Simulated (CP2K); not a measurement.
## CP2K run on La3TlC (Pm-3m, 5 atoms in the cell): self-consistent single point

Computed with LDA (Pade form), GPW, DZVP-MOLOPT-SR-GTH basis, GTH-PADE potentials (GTH_POTENTIALS) in CP2K.

The input file:

```
&GLOBAL
  PROJECT calc
  RUN_TYPE ENERGY_FORCE
  PRINT_LEVEL MEDIUM
&END GLOBAL
&FORCE_EVAL
  METHOD Quickstep
  STRESS_TENSOR ANALYTICAL
  &DFT
    BASIS_SET_FILE_NAME BASIS_MOLOPT
    BASIS_SET_FILE_NAME BASIS_MOLOPT_UCL
    POTENTIAL_FILE_NAME GTH_POTENTIALS
    &QS
      METHOD GPW
      EPS_DEFAULT 1E-11
    &END QS
    &MGRID
      CUTOFF 500
      REL_CUTOFF 40
      NGRIDS 5
    &END MGRID
    &SCF
      SCF_GUESS ATOMIC
      EPS_SCF 1E-6
      MAX_SCF 100
      ADDED_MOS 9
      &DIAGONALIZATION
        ALGORITHM STANDARD
      &END DIAGONALIZATION
      &MIXING
        METHOD BROYDEN_MIXING
        ALPHA 0.2
        NBUFFER 8
        BETA 1
      &END MIXING
      &SMEAR ON
        METHOD GAUSSIAN
        SIGMA [eV] 0.272
      &END SMEAR
    &END SCF
    &KPOINTS
      SCHEME MONKHORST-PACK 5 5 5
    &END KPOINTS
    &XC
      &XC_FUNCTIONAL PADE
      &END XC_FUNCTIONAL
    &END XC
    &PRINT
      &MO
        EIGENVALUES T
        OCCUPATION_NUMBERS T
        NDIGITS 8
        FILENAME mo
        &EACH
          QS_SCF 0
        &END EACH
        ADD_LAST NUMERIC
      &END MO
      &MULLIKEN ON
      &END MULLIKEN
    &END PRINT
  &END DFT
  &SUBSYS
    &CELL
      ABC 5.32514600 5.32514600 5.32514600
      ALPHA_BETA_GAMMA 90.00000000 90.00000000 90.00000000
      PERIODIC XYZ
    &END CELL
    &COORD
      SCALED
      La       0.50000000     0.00000000     0.50000000
      La       0.00000000     0.50000000     0.50000000
      La       0.50000000     0.50000000     0.00000000
      Tl       0.00000000     0.00000000     0.00000000
      C        0.50000000     0.50000000     0.50000000
    &END COORD
    &KIND La
      BASIS_SET DZVP-MOLOPT-SR-GTH-q11
      POTENTIAL GTH-PADE-q11
    &END KIND
    &KIND Tl
      BASIS_SET DZVP-MOLOPT-SR-GTH-q13
      POTENTIAL GTH-PADE-q13
    &END KIND
    &KIND C
      BASIS_SET DZVP-MOLOPT-SR-GTH-q4
      POTENTIAL GTH-PADE-q4
    &END KIND
  &END SUBSYS
  &PRINT
    &FORCES ON
    &END FORCES
    &STRESS_TENSOR ON
    &END STRESS_TENSOR
  &END PRINT
&END FORCE_EVAL
```

Output, abridged:

```
 GLOBAL| Method name                                                        CP2K
 GLOBAL| Project name                                                       calc
 GLOBAL| Run type                                                   ENERGY_FORCE

 CELL| Volume [angstrom^3]:                                           151.006123
 CELL| Vector a [angstrom]:       5.325     0.000     0.000   |a| =     5.325146
 CELL| Vector b [angstrom]:       0.000     5.325     0.000   |b| =     5.325146
 CELL| Vector c [angstrom]:       0.000     0.000     5.325   |c| =     5.325146
 CELL| Angle (b,c), alpha [degree]:                                    90.000000
 CELL| Angle (a,c), beta  [degree]:                                    90.000000
 CELL| Angle (a,b), gamma [degree]:                                    90.000000
 CELL| Numerically orthorhombic:                                             YES
 CELL| Periodicity                                                           XYZ

 DFT| Spin restricted Kohn-Sham (RKS) calculation                            RKS
 DFT| Multiplicity                                                             1
 DFT| Number of spin states                                                    1
 DFT| Charge                                                                   0
 DFT| XC density smoothing                                                  NONE
 DFT| XC derivatives                                                          PW

 QS| Method:                                                                 GPW
 QS| Density plane wave grid type                        NON-SPHERICAL FULLSPACE
 QS| Number of grid levels:                                                    5
 QS| Density cutoff [a.u.]:                                                250.0
 QS| Multi grid cutoff [a.u.]: 1) grid level                               250.0
   [... lines left out ...]
 BRILLOUIN| Wavefunction type                                            COMPLEX
 BRILLOUIN| List of Kpoints [2 Pi/Bohr]                                       63
 BRILLOUIN| Number           Weight            X              Y              Z
 BRILLOUIN|     1           0.01600       -0.40000       -0.40000       -0.40000
 BRILLOUIN|     2           0.01600       -0.40000       -0.40000       -0.20000
 BRILLOUIN|     3           0.01600       -0.40000       -0.40000        0.00000
   [... 60 lines left out ...]
 *******************************************************************************

 Extrapolation method: initial_guess

 Re-scaling the density matrix to get the right number of electrons
                  # Electrons              Trace(P)               Scaling factor
                           50                50.000                        1.000

 Number of electrons:                                                         50
 Number of occupied orbitals:                                                 25
 Number of molecular orbitals:                                                34

 Number of orbital functions:                                                116
 Number of independent orbital functions:                                    116
 SCF WAVEFUNCTION OPTIMIZATION

  Step     Update method      Time    Convergence         Total energy    Change
     1 NoMix/Diag. 0.20E+00      -     1.15599525      -151.7830571426 -1.52E+02
     2 Broy./Diag. 0.20E+00      -     0.13845617      -151.2022037633  5.81E-01
     3 Broy./Diag. 0.20E+00      -     0.23458031      -151.2121963601 -9.99E-03
     4 Broy./Diag. 0.20E+00      -     0.16120785      -151.2822753532 -7.01E-02
     5 Broy./Diag. 0.20E+00      -     0.09584587      -150.8116433831  4.71E-01
     6 Broy./Diag. 0.20E+00      -     0.00450370      -150.9055750192 -9.39E-02
     7 Broy./Diag. 0.20E+00      -     0.03678417      -150.9111072819 -5.53E-03
   [... 3 lines left out ...]
    11 Broy./Diag. 0.20E+00      -     0.00022686      -150.9747837121  1.42E-03
    12 Broy./Diag. 0.20E+00      -     0.00010843      -150.9755642472 -7.81E-04
    13 Broy./Diag. 0.20E+00      -     0.00000323      -150.9757092127 -1.45E-04
    14 Broy./Diag. 0.20E+00      -     0.00000341      -150.9756618203  4.74E-05
    15 Broy./Diag. 0.20E+00      -     0.00000065      -150.9756375151  2.43E-05
  *** SCF run converged in    15 steps ***

  Electronic density on regular grids:        -50.0000000000       -0.0000000000
  Core density on regular grids:               49.9999999994       -0.0000000006
  Total charge density on r-space grids:       -0.0000000006
  Total charge density g-space grids:          -0.0000000006

  Overlap energy of the core charge distribution:               0.00000000000017
  Self energy of the core charge distribution:               -291.02166893368565
  Core Hamiltonian energy:                                     66.46901165041972
  Hartree energy:                                              94.67881763584147
  Exchange-correlation energy:                                -21.09701425858525
  Smearing free energy correction:                             -0.00478361195894
  Fermi energy:                                                 0.28906393458728

  Total energy:                                              -150.97563751507025
  Total energy (extrapolated to sigma->0):                   -150.97324570909078

                     Mulliken Population Analysis

 #  Atom  Element  Kind  Atomic population                           Net charge
       1     La       1         10.781542                              0.218458
       2     La       1         10.781542                              0.218458
       3     La       1         10.781536                              0.218464
       4     Tl       2         13.501685                             -0.501685
       5     C        3          4.153695                             -0.153695
 # Total charge                             50.000000                  0.000000

 ENERGY| Total FORCE_EVAL ( QS ) energy [hartree]           -150.975629755625704

 FORCES| Atomic forces [hartree/bohr]
 FORCES|   Atom     x               y               z               |f|
 FORCES|      1  9.73389129E-12 -1.45078150E-11  9.73790595E-12   2.00013037E-11
 FORCES|      2 -1.45046936E-11  9.72579290E-12  9.74401529E-12   1.99980754E-11
 FORCES|      3  9.73639905E-12  9.72637553E-12 -1.45224807E-11   2.00075559E-11
 FORCES|      4 -5.80203510E-12 -5.79038433E-12 -5.80666700E-12   1.00453742E-11
 FORCES|      5 -1.95969015E-12 -1.94798645E-12 -1.94358738E-12   3.37824933E-12
 FORCES| Sum    -2.79612852E-12 -2.79401735E-12 -2.79081389E-12
 FORCES| Total atomic force                                       4.83875085E-12

 STRESS| Analytical stress tensor [bar]
 STRESS|                        x                   y                   z
 STRESS|      x       -5.44492435945E+04  -2.91106346401E-05  -2.91105573064E-05
 STRESS|      y       -2.91106346401E-05  -5.44492574097E+04  -2.91109629830E-05
 STRESS|      z       -2.91105573064E-05  -2.91109629830E-05  -5.44491744750E+04
 STRESS| 1/3 Trace                                            -5.44492251597E+04
```

The run converged in 15 iterations.

The starting cell comes from a database of computed structures (which also holds hypothetical and non-ambient phases and stackings), without a prior relaxation at this level. Its lattice was rescaled by a random factor within 2.5 % of one. Values carry the incompleteness of an atom-centred basis. With a pressure of about -5 GPa the cell is away from its equilibrium volume at this level.

Cost on one core of a shared machine: roughly 80 s.
